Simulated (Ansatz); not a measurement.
# Fermi-surface data of SrVO₃ (Pm-3m)

```xyz
5
Lattice="3.8580 0.0000 0.0000 0.0000 3.8580 0.0000 0.0000 0.0000 3.8580" Properties=species:S:1:pos:R:3 pbc="T T T"
Sr     0.0000     0.0000     0.0000
V      1.9290     1.9290     1.9290
O      1.9290     0.0000     1.9290
O      0.0000     1.9290     1.9290
O      1.9290     1.9290     0.0000
```

All values below come from PBE, rigid bands (plane waves, PAW, scalar-relativistic; Ansatz, a first-principles code). Condition of this run: functional PBE, cell relaxed with it. Cell: cell and atoms relaxed with PBE.

| Quantity | Value |
|---|---|
| density of states at the Fermi level | 1.68 states/(eV·cell), both spins |
| bare Sommerfeld coefficient | 0.79 mJ/(mol of atoms·K²) |
| Drude plasma energy | 4.1 eV |
| root-mean-square Fermi velocity | 4.7e5 m/s |
| resistivity times τ | 29 ×10⁻²² Ω·m·s |

A metal at this level (no band gap); rigid bands, thermally averaged at 300 K, both spins. Spin-orbit coupling is left out. τ is one relaxation time for all states.

Formula and space group known from diffraction (Crystallography Open Database), not checked to be the room-temperature form: SrVO3 (Pm-3m). Treated as nonmagnetic (a ferromagnetic start lost its moment, other orders weren't tried): SrVO3 (Pm-3m).
